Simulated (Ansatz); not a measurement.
**MnP-type NiSi (0 1 0) on wurtzite AlN (1 1 0) (film strained to the substrate, started from cuts of the bulks and a machine-learned relaxation)**

A periodic stack without vacuum, MnP-type NiSi (0 1 0) on wurtzite AlN (1 1 0) (film strained to the substrate, started from cuts of the bulks and a machine-learned relaxation): substrate slab Al18N18, film Ni12Si12, surface cells [[0, 1], [-1, 0]] and [[0, 1], [-1, 0]], film strained by -3.5 and -3.0 %, outermost planes AlN/AlN and NiSi/NiSi as cut, which need not be the usual terminations and can put a slab off its formula.

The start was prepared with a machine-learned potential, and the result is one local minimum, with the in-plane cell held and forces under 0.04 eV/Å; the film can end far from its bulk form.

Computed with PBE (plane waves to 420 eV, PAW; Ansatz, a first-principles code). Scalar-relativistic, without spin–orbit coupling; the runs are not spin-polarised; PBE gaps are too small against experiment. Its k-point mesh 5×5×1, Fermi–Dirac width 0.05 eV.

| Quantity | Result |
|---|---|
| interface area | 27.2 Å² |
| period | 25.14 Å |
| gaps between the outermost planes at the two interfaces | 1.81 and 1.80 Å |
| Al–Ni contacts across the interfaces within 1.22 times the sum of covalent radii | 5, mean 2.63 Å |
| Al–Si contacts across the interfaces within 1.22 times the sum of covalent radii | 5, mean 2.56 Å |
| N–Ni contacts across the interfaces within 1.22 times the sum of covalent radii | 2, mean 2.09 Å |
| N–Si contacts across the interfaces within 1.22 times the sum of covalent radii | 2, mean 1.85 Å |
| hole barrier (PBE) | 1.91 eV |
| electron barrier (PBE) | 2.13 eV |

```xyz
60
Lattice="5.4218 0.0003 0.0123 -0.0001 5.0172 0.1584 2.7724 2.9188 25.2462" Properties=species:S:1:pos:R:3 pbc="T T T"
Al     4.6831     3.0675     1.1894
Al     2.8115     5.5547     1.2065
N      4.5293     4.9050     1.2983
N      2.8626     2.4683     1.0107
Al     1.9522     3.0309     2.6158
Al     0.1196     5.5116     2.7156
N      1.9095     4.9226     2.7358
N      0.1755     2.3937     2.6459
Al     4.6656     2.9718     4.2274
Al     2.8510     5.4704     4.2936
N      4.6541     4.8781     4.2963
N      2.8605     2.3721     4.1633
Al     1.9546     2.9167     5.7667
Al     5.5645     5.4241     5.8642
N      1.9495     4.8300     5.8371
N      5.5694     2.3210     5.7661
Al     4.6625     2.8683     7.3474
Al     2.8525     5.3732     7.4179
N      4.6580     4.7802     7.4035
N      2.8535     2.2722     7.3237
Al     1.9474     2.8157     8.9163
Al     5.5572     5.3243     8.9845
N      1.9416     4.7301     8.9546
N      5.5617     2.2212     8.8953
Al     4.6523     2.7736    10.4708
Al     2.8368     5.2702    10.5386
N      4.6387     4.6815    10.5094
N      2.8449     2.1686    10.4860
Al     1.9293     2.7107    12.0802
Al     5.5166     5.2315    12.1127
N      1.8820     4.6124    12.0420
N      5.5677     2.1140    12.0156
Al     4.6585     2.7256    13.5347
Al     2.7816     5.1111    13.6027
N      4.5307     4.5690    13.5283
N      2.8605     2.0113    13.6341
Ni     4.7889     5.0775    15.5459
Ni     5.4050     2.5587    15.8113
Ni     7.4803     2.6951    17.2541
Ni     2.7173     5.2548    17.3879
Si     6.9536     4.2924    15.6172
Si     3.1939     6.8744    15.6021
Si     4.2173     3.6241    17.3381
Si     5.9269     5.9108    17.3757
Ni     4.7410     5.0295    19.1572
Ni     5.4379     2.5174    18.9576
Ni     7.4529     2.5933    20.7534
Ni     8.1429     5.0974    20.9286
Si     6.9720     4.2196    19.1067
Si     3.2208     6.7205    19.1596
Si     4.2599     3.3931    20.7882
Si     5.9361     5.9221    20.8898
Ni     4.7522     4.9246    22.6267
Ni     5.4250     2.3709    22.5002
Ni     7.4766     2.5275    24.3191
Ni     8.0995     5.0647    24.1568
Si     6.9194     4.0288    22.5801
Si     3.2044     6.6810    22.6674
Si     4.2096     3.3019    24.2414
Si     5.8420     5.7729    24.4656
```
